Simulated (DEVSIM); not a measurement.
System: abrupt GaAs p-n junction, at 300 K.

Layer 1 from the left is GaAs, thickness (μm) 17.0, Na (cm⁻³) 6.9e16, τn (s) 6e-8, τp (s) 6e-8. Layer 2 from the left is GaAs, thickness (μm) 2.50, Nd (cm⁻³) 1.5e17, τn (s) 6e-8, τp (s) 6e-8.

Left contact: ohmic. Right contact: ohmic. Voltage is applied to the left contact. Recombination: SRH at mid-gap. Mobility is μmin + (μ − μmin)/(1 + (N/Nref)^α).

The device is made up for the run: typed textbook-type constants, with dimensions and the other settings drawn at random. Values at 300 K.

GaAs: gap (eV) 1.424, affinity (eV) 4.07, permittivity 12.9, Nc (cm⁻³) 4.7e17, Nv (cm⁻³) 9e18, μn (cm²/Vs) 8500, μp (cm²/Vs) 400, μn,min 500, μp,min 20, Nref,n 6e16, Nref,p 1.5e17, αn 0.39, αp 0.38.

Model (solved in DEVSIM): 1D drift-diffusion, Boltzmann statistics, complete ionisation; no tunnelling, impact ionisation, image-force lowering or self-heating.

Dark forward current:

| |V| (V) | |J| (A/cm²) |
|---|---|
| 0.05 | 4.244e-12 |
| 0.10 | 1.474e-11 |
| 0.15 | 4.259e-11 |
| 0.20 | 1.176e-10 |
| 0.25 | 3.201e-10 |
| 0.30 | 8.681e-10 |
| 0.35 | 2.354e-9 |
| 0.40 | 6.392e-9 |
| 0.45 | 1.740e-8 |
| 0.50 | 4.758e-8 |
| 0.55 | 1.311e-7 |
| 0.60 | 3.669e-7 |
| 0.65 | 1.061e-6 |
| 0.70 | 3.289e-6 |
| 0.75 | 1.159e-5 |
| 0.80 | 4.923e-5 |
| 0.85 | 0.0002543 |
| 0.90 | 0.001517 |
| 0.95 | 0.009806 |
| 1.00 | 0.06581 |
| 1.05 | 0.4485 |
| 1.10 | 3.047 |
| 1.15 | 19.57 |
| 1.20 | 100.4 |
| 1.25 | 353.0 |
| 1.30 | 898.0 |

Task: Work out the local ideality factor n = ΔV / (kT/q · ln(J2/J1)) between the rows 0.15 and 0.20 V, 1.00 and 1.05 V, 1.25 and 1.30 V.

Result: kT/q = 25.85 mV. From 0.15 to 0.20 V: ln(1.176e-10/4.259e-11) = 1.016, n = 1.90, near the 2 of recombination in the depletion region. From 1.00 to 1.05 V: ln(0.4485/0.06581) = 1.919, n = 1.01, near the 1 of diffusion or emission over a barrier. From 1.25 to 1.30 V: ln(898.0/353.0) = 0.934, n = 2.07.

Task: Estimate the current at 1.00 V from the Shockley equation with J0 = Σ q ni² D/(N L) coth(W/L), τ joining the SRH, radiative and Auger lifetimes that are on, and W taken as the whole layer.

Result: ni² = 5.04e12 cm⁻⁶; electrons in the p layer: μ = 4390 cm²/Vs, D = 114 cm²/s, τ = 6.00e-8 s, L = 26.1 μm, W/L = 0.65, term 8.89e-19 A/cm²; holes in the n layer: μ = 210 cm²/Vs, D = 5.43 cm²/s, τ = 6.00e-8 s, L = 5.71 μm, W/L = 0.44, term 1.24e-19 A/cm². J0 = 1.01e-18 A/cm², and J = J0 exp(qV/kT) = 0.0640 A/cm². The simulation gives 0.0658 A/cm²; the estimate lies 2.8 % below. The estimate leaves out recombination in the depletion region and that region's share of W.
